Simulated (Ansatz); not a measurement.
```
Mo
1.0
    3.17376     0.00000     0.00000
    0.00000     3.17376     0.00000
    1.58688    -1.58688     1.53478
Mo
1
Cartesian
  0.00000   0.00000   0.00000
```

No spin polarisation.

Method: LDA (Ansatz, a quantum-chemistry and plane-wave program), no spin-orbit coupling. Settings: 30×30×30 k-points, 0.1 eV Fermi–Dirac smearing.

Problem. Predict the band gap.

Solution. Zero.

Problem. What pressure (mean of the normal stresses, compression positive) does the calculation give?

Solution. -7.0 GPa.

Problem. What is the computed space group?

Solution. I4/mmm (No. 139).

The cells carry an imposed strain or load. Whether these cells are dynamically stable was not tested. The final runs are not spin-polarised. The cell was made from Mo in the bcc (W type) structure (space group Im-3m, No. 229) by this change: biaxial strain +2.00 %, plane normal [001], relaxed out of plane.
